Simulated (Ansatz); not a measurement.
Take SnO$_{2}$ in the rutile structure (space group P4_2/mnm, No. 136; a = 4.8276 Å, c = 3.2379 Å) as the base. Axes: x, y, z lie along a, b, c of the conventional cell.

The change: uniaxial stress, 1 GPa compression along z, with the cell and atoms free to relax against it.

Levels (all Ansatz, a first-principles code, PAW, earlier PAW set): PBE (420 eV, no SOC); PBE+SOC (420 eV, noncollinear with spin-orbit coupling).

The geometry is relaxed with PBE.

| Property | Value |
|---|---|
| PBE valence-band top at Γ | 0.00, -0.74, -0.74 eV |
| PBE lowest conduction level above the VBM at special points | Γ 0.71 eV; X 3.90 eV; M 4.31 eV; A 4.37 eV |
| PBE width of the top valence band | 1.18 eV |

Q: How does going to PBE+SOC change the valence-band top at Γ, lowest conduction level above the VBM at special points and width of the top valence band?

A: The valence-band top at Γ (three highest Kramers pairs, from the VBM) becomes 0.00, -0.73, -0.75 eV (PBE: 0.00, -0.74, -0.74 eV); the lowest conduction level above the VBM at special points becomes Γ 0.72 eV; X 3.90 eV; M 4.32 eV; A 4.37 eV (PBE: Γ 0.71 eV; X 3.90 eV; M 4.31 eV; A 4.37 eV); the width of the top valence band stays 1.18 eV.

Single points use the geometry relaxed with PBE. The spin-orbit shifts are approximate. The levels and masses belong to the bands next to the band gap. Load acts through the strain it causes; cell and atoms are relaxed under it. Stability under load was not tested beyond the relaxation.
